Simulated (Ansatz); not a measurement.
The starting structures come from a database of crystals and need not be the phases stable at ambient conditions.

Here is the system:

```yaml
crystal:
  lattice:
    - [4.01132, 0.00000, 0.00000]
    - [-2.00566, 3.47391, 0.00000]
    - [2.00566, 1.15797, 6.54588]
  atoms:
    - { symbol: Al, position: [0.00048, 0.00024, 0.99928] }
    - { symbol: Ga, position: [0.99973, 0.49986, 0.50041] }
    - { symbol: As, position: [0.75031, 0.87516, 0.37453] }
    - { symbol: As, position: [0.74945, 0.37472, 0.87583] }
```

Space group of this cell: R3m. The cell is taken as given.

Computed with r2SCAN (plane waves, PAW; Ansatz, an electronic-structure program).

The current runs along the normal of the first two printed vectors; no spin-orbit coupling. Scaled by the factor s: all lengths (ions clamped). Meshes 10×10×10 and 12×12 across the current in all rows.

```tsv
s	mean pressure (GPa)	band gap (eV)
0.98	5.2	?
1.00	0.1	1.34
1.02	-3.8	0.97
```

Q: Take the slope of the band gap against ln s from the two given rows, extrapolate to s = 0.98, and say what the run there gives.

A: Slope = (0.97 − 1.34) / ln 1.02 = -18.7 eV. The line gives 1.34 + (-18.7) × ln 0.98 = 1.72 eV. The run gives 1.65 eV, 0.07 eV under the line, 18 % of the predicted step.
